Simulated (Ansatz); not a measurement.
System: interstitial B in 4H silicon carbide (charge state +3). The step: a direct jump of one B atom; the atom moves 2.81 Å along (-0.23, -1.00, 0.00) of the unit cell; the moving atom starts with neighbours 2 C at 1.60, C at 1.62; Si at 2.15, 2 Si at 2.16 Å and ends with 2 C at 1.60, C at 1.62; Si at 2.15, 2 Si at 2.16 Å. DFT values are from Ansatz (plane-wave PAW, 420 eV unless said) in a cell of 72 host sites, spin-restricted, static, with no finite-size correction. The charge state is imposed; whether it is stable for some Fermi level was not computed. Sites that were not tried may lie lower. The start lies 0.14 eV above the lowest site run (PBE). For the PBE band: the check of the saddle point's order was inconclusive.

```tsv
Level	Forward barrier (eV)	Cost of the band or of the saddle's single point
CHGNet universal potential (has no charge state), its own band	1.49	-
PBE, the Γ point alone, band relaxed	1.46	around 50 core-minutes (rough)
PBE, a 2×2×2 k-point mesh shifted by half a step along c, same geometries	1.45	around 80 core-seconds (rough)
r2SCAN at 500 eV, the Γ point alone, same geometries	1.43	roughly 50 core-seconds
HSE06, Γ point alone, same geometries	1.57	around 2.4 core-minutes (rough)
```

Ansatz is an electronic-structure program.
